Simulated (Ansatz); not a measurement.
Base system: SiC in the wurtzite structure (space group P6_3mc, No. 186; a = 3.0564 Å, c = 5.0158 Å).

Level of theory: plane-wave PAW DFT at the LDA level (Ansatz, a program for electronic structure, 420 eV), no SOC.

Strains are applied to the cell and any free atomic positions relax.

One change was made to it. Results:

```tsv
quantity	base	after
energy relative to the base (free energy F)	0 meV/atom	+2.4 meV/atom
smallest direct gap	3.92 eV	3.96 eV
band gap	2.13 eV	2.10 eV
```

Q: Which change produced these results?
A) isotropic strain −2.40 %
B) isotropic strain −0.60 %
C) isotropic strain −3.00 %

A: B, isotropic strain −0.60 %. For comparison, the band gap in the other runs: isotropic strain −3.00 % gives 1.96 eV; isotropic strain −2.40 % gives 1.99 eV.

Whether these cells are dynamically stable was not tested.
